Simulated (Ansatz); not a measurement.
## Cs2PtH6, pressure series

Consider Cs2PtH6 (space group Fm-3m, No. 225; a = 8.977 Å; a cell from a computed database, its experimental status unchecked).

Cell and atoms are relaxed at each pressure.

Method: Ansatz (an electronic-structure program) r2SCAN, no spin-orbit coupling, earlier PAW set.

Candidates:
(a) pressure −1 GPa
(b) pressure 9 GPa
(c) pressure 18 GPa

Base values:

The band gap is 4.24 eV.

Problem. Order them by band gap, highest first.

Solution. (a) pressure −1 GPa (4.31 eV), (b) pressure 9 GPa (3.73 eV), (c) pressure 18 GPa (3.29 eV)

With Pt present, leaving out spin-orbit coupling can change the band edges. Load acts through the strain it causes; cell and atoms are relaxed under it. Stability against distortions was not tested. Competing high-pressure phases were not computed.
